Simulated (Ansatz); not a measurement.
# Short convergence ladders for In (I4/mmm, 1 atom in the cell)

```
In
1.0
   -1.62987     1.62987     2.48243
    1.62987    -1.62987     2.48243
    1.62987     1.62987    -2.48243
In
1
Direct
  0.00000   0.00000   0.00000
```

Base method: PBE (plane waves, PAW; Ansatz, a first-principles code).

Base settings: basis.ecutwfc = 420 eV; kpoints.mp_grid.grid = 14 14 14; hamiltonian.xc = pbe; hamiltonian.pseudopotentials = {kind: paw} (the program's default PAW files); scf.occupations.method = fermi_dirac; scf.occupations.width = 0.1 eV.

The count of work is k-points × plane waves × bands × iterations; it is no time. 

**The width of Fermi-Dirac smearing**

In this ladder: kpoints.mp_grid.grid = 23 23 23.

Narrow widths need finer meshes than wide ones, so the last steps can hold mesh noise.

Only quantities that move along the ladder and can be compared are tabulated; pressure and forces are left out, as mesh noise rules them at narrow widths.

| scf.occupations.width | free energy less the last step's (meV/atom) | energy extrapolated to zero width less the last step's (meV/atom) |
|---|---|---|
| 1 eV | -764.79 | -1.16 |
| 0.5 eV | -185.32 | 1.28 |
| 0.3 eV | -61.12 | 1.32 |
| 0.2 eV | -22.56 | 0.70 |
| 0.1 eV | 0.00 | 0.00 |

Widest scf.occupations.width that holds the energy extrapolated to zero width within 1 meV/atom: not settled: the last two steps still differ by 0.70 meV/atom, over half the tolerance, so the ladder does not show it.

Widest scf.occupations.width that holds the free energy within 5 meV/atom: not settled: the last two steps still differ by 23 meV/atom, over half the tolerance, so the ladder does not show it.

The extrapolation to zero width removes most of the smearing's effect on the energy.

**The width of Methfessel-Paxton smearing**

In this ladder: kpoints.mp_grid.grid = 23 23 23; scf.occupations.method = methfessel_paxton.

Narrow widths need finer meshes than wide ones, so the last steps can hold mesh noise.

Only quantities that move along the ladder and can be compared are tabulated; pressure and forces are left out, as mesh noise rules them at narrow widths.

```tsv
scf.occupations.width	free energy less the last step's (meV/atom)
1 eV	2.01
0.5 eV	0.86
0.3 eV	0.22
0.2 eV	0.02
0.1 eV	-0.07
0.05 eV	0.00
```

Widest scf.occupations.width that holds the free energy within 1 meV/atom of the last step, with all finer ones: 0.5 eV; the step before is off by 2.0 meV/atom.

**The mesh under tetrahedron occupations**

In this ladder: scf.occupations.method = tetrahedron; scf.occupations.width = default.

Only quantities that move along the ladder and can be compared are tabulated.

| kpoints.mp_grid.grid | free energy less the last step's (meV/atom) | pressure (GPa) | count of work / last |
|---|---|---|---|
| 6 6 6 | -40.68 | 1.24 | 0.012 |
| 7 7 7 | -0.44 | 1.49 | 0.015 |
| 9 9 9 | 3.58 | 1.90 | 0.021 |
| 11 11 11 | 3.94 | 1.69 | 0.048 |
| 14 14 14 | 1.38 | 1.68 | 0.094 |
| 17 17 17 | -0.11 | 1.67 | 0.16 |
| 21 21 21 | 0.13 | 1.65 | 0.28 |
| 26 26 26 | -0.02 | 1.65 | 0.51 |
| 33 33 33 | 0.00 | 1.63 | 1.0 |

Coarsest kpoints.mp_grid.grid that holds the free energy within 1 meV/atom of the last step, with all finer ones: 17 17 17, at 0.16 of the last step's count of work; the step before is off by 1.4 meV/atom.

Coarsest kpoints.mp_grid.grid that holds the pressure within 0.2 GPa of the last step, with all finer ones: 11 11 11, at 0.048 of the last step's count of work; the step before is off by 0.27 GPa.

Two neighbours can agree and both be off: 9 9 9 and 11 11 11 differ by 0.36 meV/atom in the free energy, yet lie about 3.9 meV/atom from the last step.

On the base run: the starting cell has typed, rounded lattice constants, without a prior relaxation at this level. Its lattice was rescaled by up to half a per cent. Ansatz's pressure includes its estimate of the finite-basis (Pulay) stress.

Left out of this page: 4 runs of the series outside the window shown, repeating another row's setting, or not comparable.

Keys are those of Ansatz 0.2.
